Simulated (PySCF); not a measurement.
PySCF 2.14.0, PBE0/def2-svp, df: Au(OH)(NH3) ([NH3]->[Au][OH]), 7 atoms. The geometry is a generated start, not checked to be a minimum at this level.

```json
{
 "task": "energy",
 "method": "pbe0",
 "basis": "def2-svp",
 "two_electron_scheme": "density fitting",
 "mol.max_memory": "3000 MB",
 "mf.max_cycle": "100",
 "mf.init_guess": "minao (default)",
 "mf.DIIS": "CDIIS (default)",
 "mf.diis_space": "8 (default)",
 "mf.conv_tol": "1e-09 (default)",
 "mf.grids.level": "3 (default)",
 "effective_core_potentials": "those of the basis set, past Kr",
 "basis_functions": "80",
 "grid_points": "91528"
}
```

```xyz
7

Au     0.4641     0.2017     0.5432
O      1.6272     0.8656     1.9870
H      1.5335     1.8103     2.0791
N     -0.7547    -0.6155    -0.9636
H     -1.3647     0.0947    -1.3521
H     -1.3247    -1.3634    -0.5840
H     -0.1806    -0.9935    -1.7096
```

Charge 0 and multiplicity 1 are set for this test and not shown to be the ground state.

One run each on 2 threads, 1 BLAS thread. Values of level_shift (Hartree) tried: 0 (default), 0.1, 0.3, 1.

### Question
Which value of level_shift (Hartree) needs the fewest Fock builds, and what happens away from it?

### Answer
Fewest Fock builds: 0 (default) with 13. The count rises to 41 at 1. All converge to one solution.

| level_shift (Hartree) | Fock builds | end |
|---|---|---|
| 0 (default) | 13 | same solution |
| 0.1 | 15 | same solution |
| 0.3 | 20 | same solution |
| 1 | 41 | same solution |
